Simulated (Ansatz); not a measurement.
**ZnF2 under a change: isotropic strain +3.00 %**

Consider ZnF₂ in the rutile structure (space group P4_2/mnm, No. 136; a = 4.801 Å, c = 3.175 Å).

Now apply this change: an isotropic linear strain of +3.00 %; the atoms relax in the strained cell.

Method: Ansatz (an electronic-structure program) PBE, without spin-orbit coupling. Settings: 7×7×10 k-points, 0.05 eV Fermi–Dirac smearing.

| quantity | base | changed | shift |
|---|---|---|---|
| volume per atom | 12.20 Å³ | 13.33 Å³ | +1.13 Å³ |
| space group | P4_2/mnm (No. 136) | P4_2/mnm (No. 136) | – |
| energy relative to the base (free energy F) | 0 meV/atom | +27 meV/atom | +27 meV/atom |
| pressure (mean of the normal stresses, compression positive) | 0.00 GPa | -6.92 GPa | -6.926 GPa |
| band gap | 3.52 eV | 3.35 eV | -0.17 eV |
| gap character | indirect, R → Γ | indirect, R → Γ | – |
| smallest direct gap | 3.53 eV | 3.48 eV | -0.043 eV |
| mean gap deformation potential ΔEg/Δln V | – | -1.9 eV | – |
| electron mass | 0.41 mₑ along c, 0.45 mₑ across (at Γ) | 0.40 mₑ along c, 0.46 mₑ across (at Γ) | – |
| largest internal atomic displacement | – | 0.034 Å | – |

Cost of the whole job for the changed cell (relaxation, final SCF and bands): very roughly 80 core-seconds.

Masses are band curvatures over ±0.01 Å⁻¹ around the edge. Stability against distortions was not tested.
